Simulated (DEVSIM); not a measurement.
System: abrupt Si n-p junction, at 250 K.

| layer (left to right) | material | thickness (μm) | Nd (cm⁻³) | Na (cm⁻³) | τn (s) | τp (s) |
|---|---|---|---|---|---|---|
| 1 | Si | 60.0 | 5.7e17 | - | 2.4e-7 | 2.4e-7 |
| 2 | Si | 60.0 | - | 4.2e17 | 2.4e-7 | 2.4e-7 |

Left contact: ohmic. Right contact: ohmic. Voltage is applied to the left contact. Recombination: SRH at mid-gap, radiative. Mobility is μmin + (μ − μmin)/(1 + (N/Nref)^α).

The device is made up for the run: typed textbook-type constants, with dimensions and the other settings drawn at random. Values at 300 K; Nc and Nv go as T^1.5, mobilities as T to minus their exponent, the gap by Varshni's rule with the affinity fixed.

```csv
parameter,Si
gap (eV),1.124
affinity (eV),4.05
permittivity,11.7
Nc (cm⁻³),2.86e19
Nv (cm⁻³),3.1e19
μn (cm²/Vs),1417
μp (cm²/Vs),470
"μn,min",52
"μp,min",45
"Nref,n",9.7e16
"Nref,p",2.2e17
αn,0.68
αp,0.72
T exponent of μn,2.3
T exponent of μp,2.2
B (cm³/s),4.7e-15
Varshni α (eV/K),0.000473
Varshni β (K),636
```

DEVSIM, 1D drift-diffusion, Boltzmann statistics, complete ionisation; no tunnelling, impact ionisation, image-force lowering or self-heating.

The temperature was swept, all else fixed.

```csv
temperature (K),potential step across the device at zero bias (V),dark forward voltage at 100 A/cm² (V),largest field in the device at zero bias (V/cm),dark forward voltage at 1 A/cm² (V)
250,0.971,(withheld),260000,(withheld)
300,0.912,0.904,250000,0.736
350,0.849,0.852,240000,0.646
400,0.783,0.798,230000,0.554
450,0.715,0.744,220000,0.459
500,0.645,0.687,200000,0.362
```

Task: What belongs in the gaps?

Result: 
- 250, dark forward voltage at 100 A/cm² (V): 0.956
- 250, dark forward voltage at 1 A/cm² (V): 0.822
